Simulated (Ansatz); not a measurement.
```yaml
crystal:
  lattice:
    - [2.92683, 0.00000, 0.00000]
    - [-1.46342, 2.53471, 0.00000]
    - [0.00000, 0.00000, 4.75346]
  atoms:
    - { symbol: B, position: [0.33333, 0.66667, 0.48906] }
    - { symbol: Ge, position: [0.66667, 0.33333, 0.00256] }
    - { symbol: C, position: [0.33333, 0.66667, 0.15657] }
    - { symbol: N, position: [0.66667, 0.33333, 0.60180] }
```

Relaxed-ion tensors in this frame from LDA in Ansatz (an electronic-structure program). Proper piezoelectric stress tensor e (C/m²):

```
 0.00   0.00   0.00   0.00  -0.80   2.49
 2.49  -2.49   0.00  -0.80   0.00   0.00
 0.05   0.05  -0.02   0.00   0.00   0.00
```

Stiffness C (GPa):

```
  429    186   80.3   54.9    0.0    0.0
  186    429   80.3  -54.9    0.0    0.0
 80.3   80.3    694    0.0    0.0    0.0
 54.9  -54.9    0.0    144    0.0    0.0
  0.0    0.0    0.0    0.0    144   54.9
  0.0    0.0    0.0    0.0   54.9    121
```

The cell was generated from a structure type, relaxed within its symmetry, and need not be the phase found at ambient conditions.

Problem. Obtain the piezoelectric strain tensor d.

Solution. d = e S with S = C⁻¹, in pC/N:

```
  0.0    0.0    0.0    0.0  -16.2   27.9
 13.9  -13.9    0.0  -16.2    0.0    0.0
  0.1    0.1    0.0    0.0    0.0    0.0
```
Away from Γ the polar cell without biaxial strain shows no imaginary mode on a 2×2×2 mesh.

The PAW data sets were generated under PBE and serve the other functionals too.
